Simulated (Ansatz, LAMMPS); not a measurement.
## Corundum Ga2O3 (metastable phase): properties by level of theory

Reference values: lattice constant a 4.982 Å (measured, temperature not stated, not corrected to a static lattice; as tabulated in Marezio, Remeika, J. Chem. Phys. 46, 1862 (1967) (COD 1538347)); lattice parameter c 13.433 Å (measured, temperature not stated, not corrected to a static lattice; as tabulated in Marezio, Remeika, J. Chem. Phys. 46, 1862 (1967) (COD 1538347)).

```json
[
 {"level (code)": "ionic model cherry1995 (shell model, LAMMPS)", "lattice parameter a (Å)": "4.960", "lattice parameter c (Å)": "12.917"},
 {"level (code)": "PBE (Ansatz)", "lattice parameter a (Å)": "5.058", "lattice parameter c (Å)": "13.623"},
 {"level (code)": "r²SCAN (Ansatz)", "lattice parameter a (Å)": "4.984", "lattice parameter c (Å)": "13.441"},
 {"level (code)": "HSE06 (Ansatz)", "lattice parameter a (Å)": "4.981", "lattice parameter c (Å)": "13.443"},
 {"level (code)": "PBE0 (Ansatz)", "lattice parameter a (Å)": "4.981", "lattice parameter c (Å)": "13.439"}
]
```

Differences from the reference values (errors of the level alone only where the reference is corrected to a static lattice):

```json
[
 {"level": "ionic model cherry1995", "lattice constant a (%)": "-0.44", "lattice parameter c (%)": "-3.84"},
 {"level": "PBE", "lattice constant a (%)": "+1.53", "lattice parameter c (%)": "+1.41"},
 {"level": "r²SCAN", "lattice constant a (%)": "+0.04", "lattice parameter c (%)": "+0.06"},
 {"level": "HSE06", "lattice constant a (%)": "-0.02", "lattice parameter c (%)": "+0.07"},
 {"level": "PBE0", "lattice constant a (%)": "-0.02", "lattice parameter c (%)": "+0.04"}
]
```

Nearest: lattice constant a, not ranked (reference at room or unstated temperature); lattice parameter c, not ranked (reference at room or unstated temperature). Empirical potentials aren't ranked on values they can be fitted to.

Empirical potentials (ionic model cherry1995) are fitted to chosen data: where that held the value shown, agreement is built in, and what lay outside the fit can be far off.

Ansatz's density-functional and Hartree–Fock values are scalar-relativistic unless marked +SOC, with PAW data made under PBE.

Differences are worked out from the printed values.

Computed values are for the static lattice.

Ansatz is an electronic-structure program.
